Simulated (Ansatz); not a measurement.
For BeRh (Pm-3m), PBEsol, DFPT electron-phonon coupling, linearised Boltzmann equation run with Ansatz (a first-principles code) gives a transport coupling λ_tr = 0.482 and a Drude plasma energy ħω_p = 8.70 eV.

**Question.** Estimate the resistivity at 300 K from the high-temperature formula ρ = 2π λ_tr k_B T / (ħ ε₀ ω_p²), and say how the full Boltzmann solution compares.

**Answer.** The scattering rate is 1/τ = 2π λ_tr k_B T/ħ = 1.19e14 s⁻¹ and ω_p = 1.32e16 s⁻¹, so ρ ≈ 7.69 μΩ·cm. The Boltzmann solution gives 6.10 μΩ·cm, 0.79 times the estimate; it lies lower because k_BT is not large against the phonon energies and the solution lets the distribution adjust.

A metal at this level (no band gap). Only scattering by harmonic phonons is included (no impurities, grain boundaries, electron-electron scattering or thermal expansion). Spin-orbit coupling is left out. Halving the electron mesh (32x32x32) moves the resistivity by up to 1 % at 300 K, the coupling by up to 3 %. Smearing 0.20 eV; phonons on a 5x5x5 q mesh, which this run doesn't test.

Computed structure with no diffraction record at hand here (it may be known, metastable or hypothetical): BeRh (Pm-3m).
